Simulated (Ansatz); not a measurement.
The parent structure is WC (space group Pm-3m, No. 221; a = 4.185 Å; a hypothetical phase, not in the database extracts checked).

Perturbation: cell and atoms relaxed at a pressure of 0.3 GPa.

Levels (all Ansatz, an electronic-structure program, PAW): PBEsol (420 eV, spin-orbit coupling left out); PBEsol+SOC (420 eV, with spin-orbit coupling).

The geometry is relaxed with PBEsol.

| Property | Value |
|---|---|
| PBEsol pressure | 0.3 GPa |

With PBEsol+SOC at the same geometry, the pressure falls by 0.5 GPa to -0.2 GPa.

Single points use the geometry relaxed with PBEsol. The spin-orbit shifts are approximate. Load acts through the strain it causes; cell and atoms are relaxed under it. No phonon test of stability was made. The runs without spin-orbit coupling are not spin-polarised.
